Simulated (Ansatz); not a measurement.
Symmetric slabs, relaxed from ideal cuts in 1x1 cells, of elemental solids: work function (eV) by functional, in Ansatz (plane waves, PAW). All structures are PBE's; the other columns are single points with references at the same level. No spin-orbit coupling, Hubbard U or dispersion. The rows are a random draw from the class, without slabs that broke up, higher cuts of a face and adsorbates that left their site.

```csv
system,PBE (eV),r2SCAN (eV)
"hcp Cd (10-12), ideal cut with outer spacing 0.64 Å",3.85,3.87
"fcc Ag (321), ideal cut with outer spacing 0.55 Å",4.12,4.06
"hcp Re (10-12), ideal cut with outer spacing 0.55 Å",4.57,4.59
"hcp Be (22-43), ideal cut with outer spacing 0.26 Å",4.62,4.64
"hcp Be (10-13), ideal cut with outer spacing 0.17 Å",4.39,4.38
"hcp Mg (21-32), ideal cut with outer spacing 0.32 Å",3.56,3.62
"tetragonal indium (332), ideal cut with outer spacing 0.75 Å",3.84,?
"hcp Be (32-50), ideal cut with outer spacing 0.15 Å",4.16,4.14
```

### Question
Fit a straight line y = a·x + b by least squares to the 7 complete rows (x: PBE (eV); y: r2SCAN (eV)).

### Answer
the means are x̄ = 4.1814 and ȳ = 4.1857; Σ(x − x̄)² = 0.88709 and Σ(x − x̄)(y − ȳ) = 0.86174, so a = 0.971 and b = ȳ − a·x̄ = 0.124. The largest residual is 0.066.

### Question
What does the line predict for the withheld row, tetragonal indium (332), ideal cut with outer spacing 0.75 Å, and what did the calculation give?

### Answer
the line gives 3.85; the calculation gave 3.97, a miss of 0.12, larger than any residual of the fitted rows.

Ansatz is a program for electronic structure.
